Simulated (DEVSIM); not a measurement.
Structure: Si n+/n-/n+ resistor, at 300 K.

| layer (left to right) | material | thickness (μm) | Nd (cm⁻³) | τn (s) | τp (s) |
|---|---|---|---|---|---|
| 1 | Si | 0.170 | 1.5e18 | 5.1e-5 | 5.1e-5 |
| 2 | Si | 1.00 | 1.4e13 | 5.1e-5 | 5.1e-5 |
| 3 | Si | 0.190 | 1.2e17 | 5.1e-5 | 5.1e-5 |

Left contact: ohmic. Right contact: ohmic. Voltage is applied to the left contact. Recombination: SRH at mid-gap, radiative, Auger. Mobility is constant in doping.

Constants are typed, rounded textbook-type inputs, not results; the design itself was drawn at random and stands for no fabricated device. Values at 300 K.

| parameter | Si |
|---|---|
| gap (eV) | 1.124 |
| affinity (eV) | 4.05 |
| permittivity | 11.7 |
| Nc (cm⁻³) | 2.86e19 |
| Nv (cm⁻³) | 3.1e19 |
| μn (cm²/Vs) | 1417 |
| μp (cm²/Vs) | 470 |
| B (cm³/s) | 4.7e-15 |
| Cn (cm⁶/s) | 2.8e-31 |
| Cp (cm⁶/s) | 9.9e-32 |

DEVSIM, 1D drift-diffusion, Boltzmann statistics, complete ionisation; no tunnelling, impact ionisation, image-force lowering or self-heating.

Question: Give the dark forward current.

Answer: 
(V (V), J (A/cm²)): (0.05, 70); (0.10, 140); (0.20, 320); (0.25, 420); (0.35, 640); (0.40, 770); (0.50, 1100); (0.55, 1200); (0.65, 1500); (0.70, 1700); (0.75, 1900); (0.85, 2300); (0.90, 2500); (1.00, 3000); (1.05, 3200); (1.15, 3700); (1.20, 4000); (1.30, 4600); (1.35, 4900); (1.40, 5200); (1.50, 5800); (1.55, 6100); (1.65, 6800); (1.70, 7100); (1.80, 7900); (1.85, 8200); (1.95, 9000); (2.00, 9400)
